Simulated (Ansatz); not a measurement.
Levels about the gap of amorphous Nb$_{16}$O$_{42}$Ti (59 atoms in a cell of 868 Å³, 4.22 g/cm³; zone centre alone, so wide bands show as single levels with stretches between that a denser mesh fills), at the geometry that PBE relaxed, where it gives 0.1 GPa on a denser mesh. The participation number counts the atoms over which a state spreads; weights are charges in smoothed Voronoi cells. The levels come from a single point, so bond lengths are those of that geometry. Method of the levels: r2SCAN, scalar-relativistic without spin-orbit coupling (Ansatz, a quantum-chemistry and plane-wave program). Sampling: the zone centre alone; Fermi-Dirac width 0.02 eV; no spin polarisation.

The cell was made by melting and quenching with the CHGNet potential and then relaxed with DFT. O atoms were pushed apart under 1.9 Å during the dynamics, to hinder bonds among them. The hot cell started wider than the set density and was brought back towards it in steps. It is the lowest in DFT energy of 2 quenches. It is a model cell: composition and starting density were chosen by hand, and all elements were melted together. No dispersion term was used. Its density started from a set value of 4.26 and ended at 4.22 g/cm³. Cooling (nominally 210 K/ps over its main leg) ran many orders faster than in experiment, which tends to leave more defects and strain. Values belong to this one cell and scatter from quench to quench. The volume was free in the relaxation, at fixed shape. Stress components on the final sampling reach 1.5 GPa. On a 2×2×2 Γ-centred mesh force components of up to 0.14 eV/Å stay, since the relaxation ran on the zone centre alone.

```json
[
 {"E - E(highest filled), eV": "-0.31", "filling": "filled", "participation number": "25.4", "largest on": "O, 2 neighbours", "weight O": "0.94", "weight Nb": "0.06", "weight Ti": "0.00"},
 {"E - E(highest filled), eV": "-0.27", "filling": "filled", "participation number": "24.5", "largest on": "O, 2 neighbours", "weight O": "0.95", "weight Nb": "0.05", "weight Ti": "0.00"},
 {"E - E(highest filled), eV": "-0.21", "filling": "filled", "participation number": "21.1", "largest on": "O, 3 neighbours", "weight O": "0.96", "weight Nb": "0.04", "weight Ti": "0.00"},
 {"E - E(highest filled), eV": "-0.14", "filling": "filled", "participation number": "21.4", "largest on": "O, 2 neighbours", "weight O": "0.95", "weight Nb": "0.05", "weight Ti": "0.00"},
 {"E - E(highest filled), eV": "-0.08", "filling": "filled", "participation number": "19.7", "largest on": "O, 2 neighbours", "weight O": "0.96", "weight Nb": "0.04", "weight Ti": "0.00"},
 {"E - E(highest filled), eV": "-0.01", "filling": "filled", "participation number": "16.4", "largest on": "O, 3 neighbours", "weight O": "0.96", "weight Nb": "0.04", "weight Ti": "0.00"},
 {"E - E(highest filled), eV": "0.00", "filling": "filled", "participation number": "9.0", "largest on": "O, 2 neighbours", "weight O": "0.95", "weight Nb": "0.04", "weight Ti": "0.01"},
 {"E - E(highest filled), eV": "3.36", "filling": "empty", "participation number": "22.5", "largest on": "Ti, 5 neighbours", "weight O": "0.29", "weight Nb": "0.61", "weight Ti": "0.10"},
 {"E - E(highest filled), eV": "3.46", "filling": "empty", "participation number": "17.6", "largest on": "Nb, 5 neighbours", "weight O": "0.28", "weight Nb": "0.62", "weight Ti": "0.10"},
 {"E - E(highest filled), eV": "3.52", "filling": "empty", "participation number": "25.7", "largest on": "Nb, 6 neighbours", "weight O": "0.30", "weight Nb": "0.64", "weight Ti": "0.06"},
 {"E - E(highest filled), eV": "3.56", "filling": "empty", "participation number": "22.3", "largest on": "Nb, 7 neighbours", "weight O": "0.29", "weight Nb": "0.66", "weight Ti": "0.06"},
 {"E - E(highest filled), eV": "3.66", "filling": "empty", "participation number": "19.9", "largest on": "Nb, 7 neighbours", "weight O": "0.30", "weight Nb": "0.63", "weight Ti": "0.08"},
 {"E - E(highest filled), eV": "3.71", "filling": "empty", "participation number": "12.2", "largest on": "Ti, 5 neighbours", "weight O": "0.27", "weight Nb": "0.49", "weight Ti": "0.24"},
 {"E - E(highest filled), eV": "3.74", "filling": "empty", "participation number": "19.5", "largest on": "Ti, 5 neighbours", "weight O": "0.29", "weight Nb": "0.60", "weight Ti": "0.11"}
]
```

Most localised among these is the filled level at +0.00 eV, on a O atom, which has 2 neighbours (Nb 1.89 Å, Nb 1.97 Å).
